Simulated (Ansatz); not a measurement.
SbN in the rock salt structure (space group Fm-3m, No. 225; a hypothetical phase, not in the database extracts checked)

```cif
data_N4Sb4
_chemical_formula_sum 'N4 Sb4'
_space_group_name_H-M_alt 'Fm-3m'
_space_group_IT_number 225
_space_group_name_Hall '-F 4 2 3'
_cell_length_a 4.92346
_cell_length_b 4.92346
_cell_length_c 4.92346
_cell_angle_alpha 90.000
_cell_angle_beta 90.000
_cell_angle_gamma 90.000
loop_
_atom_site_label
_atom_site_type_symbol
_atom_site_symmetry_multiplicity
_atom_site_Wyckoff_symbol
_atom_site_fract_x
_atom_site_fract_y
_atom_site_fract_z
_atom_site_occupancy
N1 N 4 a 0.00000 0.00000 0.00000 1
Sb1 Sb 4 b 0.50000 0.50000 0.50000 1
```
(The calculation used a cell of 2 atoms; values per cell refer to that cell.)

Method: PBEsol, PAW, 420 eV (Ansatz, a first-principles code; spin-orbit coupling left out). Γ-centred 12×12×12 mesh, Fermi–Dirac width 0.05 eV.

```yaml
volume_per_atom: 14.92 Å³
density: 7.56 g/cm³
band_gap: zero
total_energy: -3392.549 eV/atom (σ→0; compares only within this code and set-up)
```

Spin-orbit coupling, missing from the scalar runs, can matter with Sb. No phonon test of stability was made. All final runs are without spin polarisation. A zero or small gap of SbN can be the functional's error rather than a property of the material.
